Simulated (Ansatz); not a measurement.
**What pressure −2 GPa does to Sc**

Take Sc in the hcp (Mg type) structure (space group P6_3/mmc, No. 194; a = 3.277 Å, c = 5.085 Å) as the base.

Now apply this change: a negative pressure, −2 GPa.

All numbers come from PBEsol, PAW, 420 eV (Ansatz, a first-principles code; no SOC). Γ-centred 16×16×9 mesh, Fermi–Dirac width 0.05 eV.

The volume per atom rises by 0.90 Å³ to 24.55 Å³ and the density drops by 0.12 g/cm³ to 3.04 g/cm³. The lattice parameter a grows by 0.040 Å to 3.317 Å and the c/a ratio hardly moves (1.552 against 1.554). The shortest interatomic distance increases by 0.041 Å (3.169 Å → 3.210 Å) and the enthalpy H = E + PV relative to the base's energy amounts to -0.30 eV/atom. The band gap is still zero.

Load acts through the strain it causes; cell and atoms are relaxed under it. Whether these cells are dynamically stable was not tested. All final runs are without spin polarisation.
